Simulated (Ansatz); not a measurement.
Take Al in the fcc (Cu type) structure (space group Fm-3m, No. 225; a = 3.984 Å; relaxed with 0.1 eV smearing) as the base. Axes: x, y, z lie along the cube axes.

All numbers come from plane-wave PAW DFT at the LDA level (Ansatz, an electronic-structure program, 420 eV), spin-orbit coupling left out.

Modification: compressive biaxial strain of 1.50 % in the plane normal to [001], as in epitaxy on a mismatched substrate; the out-of-plane cell vector and the atoms relax.

**Question.** Predict the new ratio −ε⊥/ε∥ and in-plane stress.

**Answer.** The ratio −ε⊥/ε∥ comes out as 1.17; the mean in-plane stress (compression positive) is +1.8 GPa.

Whether these cells are dynamically stable was not tested.
